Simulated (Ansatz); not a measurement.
```yaml
crystal:
  lattice:
    - [4.99740, 0.00000, 0.00000]
    - [-2.49870, 4.32788, 0.00000]
    - [2.49870, 1.44263, 4.48355]
  atoms:
    - { symbol: Ga, position: [0.28882, 0.14441, 0.56677] }
    - { symbol: Ga, position: [0.71118, 0.85559, 0.43323] }
    - { symbol: Ga, position: [0.71118, 0.35559, 0.93323] }
    - { symbol: Ga, position: [0.28882, 0.64441, 0.06677] }
    - { symbol: O, position: [0.80316, 0.55316, 0.25000] }
    - { symbol: O, position: [0.19684, 0.44684, 0.75000] }
    - { symbol: O, position: [0.19684, 0.25000, 0.25000] }
    - { symbol: O, position: [0.80316, 0.75000, 0.75000] }
    - { symbol: O, position: [0.50000, 0.94684, 0.25000] }
    - { symbol: O, position: [0.50000, 0.05316, 0.75000] }
```

Space group of this cell: R-3c, corundum. The cell is taken as given; by r2SCAN its mean pressure is -1.4 GPa.

The current runs along the normal of the first two printed vectors, the (001) plane. All runs by Ansatz (a program for electronic structure), plane waves and PAW, without spin-orbit coupling; the base is r2SCAN.

```csv
run,mean pressure (GPa),gap (eV),mid-gap κ (1/Å)
base,-1.4,3.50,0.244
all lengths scaled by 0.98,14.6,4.20,0.280
all lengths scaled by 1.02,-13.3,(withheld),(withheld)
"lengths across the current scaled by 0.98, ions clamped",9.2,(withheld),(withheld)
"lengths across the current scaled by 1.02, ions clamped",-10.0,(withheld),(withheld)
"lengths along the current scaled by 0.97, ions clamped",5.5,3.77,0.259
"lengths along the current scaled by 1.03, ions clamped",-7.2,3.16,0.228
```

What belongs in the gaps?


- all lengths scaled by 1.02, gap (eV): 2.85
- all lengths scaled by 1.02, mid-gap κ (1/Å): 0.209
- lengths across the current scaled by 0.98, ions clamped, gap (eV): 3.96
- lengths across the current scaled by 0.98, ions clamped, mid-gap κ (1/Å): 0.269
- lengths across the current scaled by 1.02, ions clamped, gap (eV): 3.03
- lengths across the current scaled by 1.02, ions clamped, mid-gap κ (1/Å): 0.218
